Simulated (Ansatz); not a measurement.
Related cells compared by their density of states at the Fermi level.

Cell A: Nb (bcc, Im-3m), 1 atom in the cell; spin state with PBE: run without spin, k-point mesh 26×26×26 on the run's own vectors.
```xyz
1
Lattice="-1.6558 1.6558 1.6558 1.6558 -1.6558 1.6558 1.6558 1.6558 -1.6558" Properties=species:S:1:pos:R:3 pbc="T T T"
Nb     0.0000     0.0000     0.0000
```

Cell B: Nb8N7 (P4/mmm), 60 atoms in the cell; this is a cell from a database of computed structures that this text hasn't matched to a measured one; spin state with PBE: run without spin, k-point mesh 4×4×4 on the run's own vectors.
```yaml
crystal:
  lattice:
    - [8.77685, 0.00000, 0.00000]
    - [0.00000, 8.81182, 0.00000]
    - [0.00000, 0.00000, 8.81182]
  atoms:
    - { symbol: Nb, position: [0.00469, 0.00000, 0.00000] }
    - { symbol: Nb, position: [0.00117, 0.24935, 0.24935] }
    - { symbol: N, position: [0.25000, 0.24963, 0.24963] }
    - { symbol: Nb, position: [0.25000, 0.00000, 0.25517] }
    - { symbol: N, position: [0.00132, 0.00000, 0.25019] }
    - { symbol: Nb, position: [0.25000, 0.25517, 0.00000] }
    - { symbol: N, position: [0.00132, 0.25019, 0.00000] }
    - { symbol: Nb, position: [0.00943, 0.00000, 0.50000] }
    - { symbol: Nb, position: [0.00117, 0.24935, 0.75065] }
    - { symbol: N, position: [0.25000, 0.24963, 0.75037] }
    - { symbol: Nb, position: [0.25000, 0.00000, 0.74483] }
    - { symbol: N, position: [0.00132, 0.00000, 0.74981] }
    - { symbol: Nb, position: [0.25000, 0.24509, 0.50000] }
    - { symbol: N, position: [0.99996, 0.24987, 0.50000] }
    - { symbol: Nb, position: [0.00943, 0.50000, 0.00000] }
    - { symbol: Nb, position: [0.00117, 0.75065, 0.24935] }
    - { symbol: N, position: [0.25000, 0.75037, 0.24963] }
    - { symbol: Nb, position: [0.25000, 0.50000, 0.24509] }
    - { symbol: N, position: [0.99996, 0.50000, 0.24987] }
    - { symbol: Nb, position: [0.25000, 0.74483, 0.00000] }
    - { symbol: N, position: [0.00132, 0.74981, 0.00000] }
    - { symbol: Nb, position: [0.99124, 0.50000, 0.50000] }
    - { symbol: N, position: [0.25000, 0.50000, 0.50000] }
    - { symbol: Nb, position: [0.00117, 0.75065, 0.75065] }
    - { symbol: N, position: [0.25000, 0.75037, 0.75037] }
    - { symbol: Nb, position: [0.25000, 0.50000, 0.75491] }
    - { symbol: N, position: [0.99996, 0.50000, 0.75013] }
    - { symbol: Nb, position: [0.25000, 0.75491, 0.50000] }
    - { symbol: N, position: [0.99996, 0.75013, 0.50000] }
    - { symbol: Nb, position: [0.49531, 0.00000, 0.00000] }
    - { symbol: N, position: [0.75000, 0.00000, 0.00000] }
    - { symbol: Nb, position: [0.49883, 0.24935, 0.24935] }
    - { symbol: N, position: [0.75000, 0.25060, 0.25060] }
    - { symbol: Nb, position: [0.75000, 0.00000, 0.24936] }
    - { symbol: N, position: [0.49868, 0.00000, 0.25019] }
    - { symbol: Nb, position: [0.75000, 0.24936, 0.00000] }
    - { symbol: N, position: [0.49868, 0.25019, 0.00000] }
    - { symbol: Nb, position: [0.49057, 0.00000, 0.50000] }
    - { symbol: N, position: [0.75000, 0.00000, 0.50000] }
    - { symbol: Nb, position: [0.49883, 0.24935, 0.75065] }
    - { symbol: N, position: [0.75000, 0.25060, 0.74940] }
    - { symbol: Nb, position: [0.75000, 0.00000, 0.75064] }
    - { symbol: N, position: [0.49868, 0.00000, 0.74981] }
    - { symbol: Nb, position: [0.75000, 0.26244, 0.50000] }
    - { symbol: N, position: [0.50004, 0.24987, 0.50000] }
    - { symbol: Nb, position: [0.49057, 0.50000, 0.00000] }
    - { symbol: N, position: [0.75000, 0.50000, 0.00000] }
    - { symbol: Nb, position: [0.49883, 0.75065, 0.24935] }
    - { symbol: N, position: [0.75000, 0.74940, 0.25060] }
    - { symbol: Nb, position: [0.75000, 0.50000, 0.26244] }
    - { symbol: N, position: [0.50004, 0.50000, 0.24987] }
    - { symbol: Nb, position: [0.75000, 0.75064, 0.00000] }
    - { symbol: N, position: [0.49868, 0.74981, 0.00000] }
    - { symbol: Nb, position: [0.50876, 0.50000, 0.50000] }
    - { symbol: Nb, position: [0.49883, 0.75065, 0.75065] }
    - { symbol: N, position: [0.75000, 0.74940, 0.74940] }
    - { symbol: Nb, position: [0.75000, 0.50000, 0.73756] }
    - { symbol: N, position: [0.50004, 0.50000, 0.75013] }
    - { symbol: Nb, position: [0.75000, 0.73756, 0.50000] }
    - { symbol: N, position: [0.50004, 0.75013, 0.50000] }
```

Computed with Ansatz (plane waves, PAW), its default PAW set, cutoff 420 eV, 500 eV for r2SCAN. The structures are at rest with PBE; other levels are single points on them. Neutral cells; Fermi-Dirac smearing of at most 0.10 eV in the solids, energies taken to zero width. The lattices are those relaxed with PBE, so at other levels the solids can be strained, which adds to the spread. Larger cells are relaxed from a start prepared with the learned potential CHGNet, on a coarser mesh till forces fall under 0.03 eV/Å, which some starts already meet. Cells are local rest points, mostly with their start's symmetry. No Hubbard U is applied. Spin-orbit coupling is left out. A dispersion term ran beside these levels; it doesn't touch the electrons. Both spins, broadened by a Gaussian of 0.2 eV on the run's mesh.

### Question
Give the density of states at the Fermi level (states/eV per atom) at the level r2SCAN, cell by cell.

### Answer
```tsv
system	r2SCAN
A	1.4
B	0.44
```

With r2SCAN the value of A exceeds that of B by 0.96 states/eV per atom.

### Question
And at the other levels?

### Answer
```json
[
 {"system": "A", "PBE": "1.5"},
 {"system": "B", "PBE": "0.45"}
]
```

With PBE the value of A exceeds that of B by 1.05 states/eV per atom.

Ansatz is a quantum-chemistry and plane-wave program.
